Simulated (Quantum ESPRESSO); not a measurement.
**Quick settings and what they miss: SrP2Os2 (I4/mmm, 5 atoms in the cell)**

Self-consistent single point.

```yaml
crystal:
  lattice:
    - [1.99371, -1.99371, 5.59897]
    - [1.99371, 1.99371, 5.59897]
    - [-1.99371, -1.99371, 5.59897]
  atoms:
    - { symbol: Sr, position: [0.00000, 0.00000, 0.00000] }
    - { symbol: P, position: [0.00000, 0.34985, 0.34985] }
    - { symbol: P, position: [0.00000, 0.65015, 0.65015] }
    - { symbol: Os, position: [0.50000, 0.25000, 0.75000] }
    - { symbol: Os, position: [0.50000, 0.75000, 0.25000] }
```

Method of the run: LDA (PZ), GBRV 1.5 ultrasoft (LDA) pseudopotentials (plane waves; Quantum ESPRESSO 7.5).

Base settings: ecutwfc = 40 Ry; ecutrho = 320 Ry; occupations = smearing; smearing = mp; degauss = 0.019992 Ry; potentials = {Sr: sr_lda_v1.uspp.F.UPF, P: p_lda_v1.5.uspp.F.UPF, Os: os_lda_v1.2.uspp.F.UPF}; K_POINTS = automatic 9 9 9 0 0 0; conv_thr = 1e-10 Ry; mixing_beta = 0.4.

Tight run (finer mesh or higher cutoff; not a proven limit): ecutwfc: 40 Ry → 56 Ry; ecutrho: 320 Ry → 448 Ry; conv_thr: 1e-10 Ry → 7.3e-11 Ry; K_POINTS: automatic 9 9 9 0 0 0 → automatic 13 13 13 0 0 0. It gave Fermi level (on the code's own zero) 14.89 eV; pressure 3.63 GPa; largest force (vector length) 0.886 eV/Å.

Quick runs, as changes from the base:
- A: the base itself
- B: ecutwfc: 40 Ry → 24 Ry; ecutrho: 320 Ry → 192 Ry; conv_thr: 1e-10 Ry → 7.3e-05 Ry; K_POINTS: automatic 9 9 9 0 0 0 → automatic 1 1 1 0 0 0
- C: ecutwfc: 40 Ry → 32 Ry; ecutrho: 320 Ry → 256 Ry; pseudopotentials: {Sr: sr_lda_v1.uspp.F.UPF, P: p_lda_v1.5.uspp.F.UPF, Os: os_lda_v1.2.uspp.F.UPF} → {Sr: sr_pbesol_v1.uspp.F.UPF, P: p_pbesol_v1.5.uspp.F.UPF, Os: os_pbesol_v1.2.uspp.F.UPF}; K_POINTS: automatic 9 9 9 0 0 0 → automatic 2 2 2 0 0 0 [PBEsol]
- D: ecutwfc: 40 Ry → 20 Ry; ecutrho: 320 Ry → 160 Ry; smearing: mp → cold; degauss: 0.019992 Ry → 0.0147 Ry; K_POINTS: automatic 9 9 9 0 0 0 → automatic 2 2 2 0 0 0
- E: ecutwfc: 40 Ry → 28 Ry; ecutrho: 320 Ry → 224 Ry; smearing: mp → fd; K_POINTS: automatic 9 9 9 0 0 0 → automatic 4 4 4 0 0 0
- F: ecutwfc: 40 Ry → 28 Ry; ecutrho: 320 Ry → 224 Ry; pseudopotentials: {Sr: sr_lda_v1.uspp.F.UPF, P: p_lda_v1.5.uspp.F.UPF, Os: os_lda_v1.2.uspp.F.UPF} → {Sr: sr_pbesol_v1.uspp.F.UPF, P: p_pbesol_v1.5.uspp.F.UPF, Os: os_pbesol_v1.2.uspp.F.UPF}; K_POINTS: automatic 9 9 9 0 0 0 → automatic 8 8 8 0 0 0 [PBEsol]

Energies are extrapolated to zero smearing width, which holds to low order in the width alone (under cold and Methfessel-Paxton smearing the free energy itself is taken).

Dashes: pressure of B, not trusted under this conv_thr with d or f elements; time of B, under 30 s; energy of C, F, another energy zero.

† marks runs with another functional, U, potentials or spin treatment: their distance from the tight run is not a convergence error alone.

The count of work is k-points × plane waves × bands × iterations; it is no time. Core times come from one kind of shared machine and are given to one figure; runs under 30 s give none.

The starting cell comes from a database of computed structures (which also holds hypothetical and non-ambient phases and stackings), without a prior relaxation at this level. Its lattice was rescaled by a random factor within 2.5 % of one. Spin polarisation is off. In the base run, with a pressure of about 4 GPa the cell is away from its equilibrium volume at this level.

| run | energy less tight (meV/atom) | pressure less tight (GPa) | largest miss in a force vector (eV/Å) | count of work / tight | core time / tight (rough) |
|---|---|---|---|---|---|
| A | 5.2 | 0.00 | 0.004 | 0.23 | 0.3 |
| B | 2292.3 | – | 2.184 | 0.00100 | – |
| C† | – | -2.28 | 0.606 | 0.0089 | 0.07 |
| D | 2913.7 | -115.82 | 0.374 | 0.0045 | 0.03 |
| E | 181.9 | -12.00 | 0.237 | 0.022 | 0.06 |
| F† | – | -8.59 | 0.243 | 0.099 | 0.1 |

Among the runs at the tight run's level, the energy misses run from 5.2 to 2913.7 meV/atom.
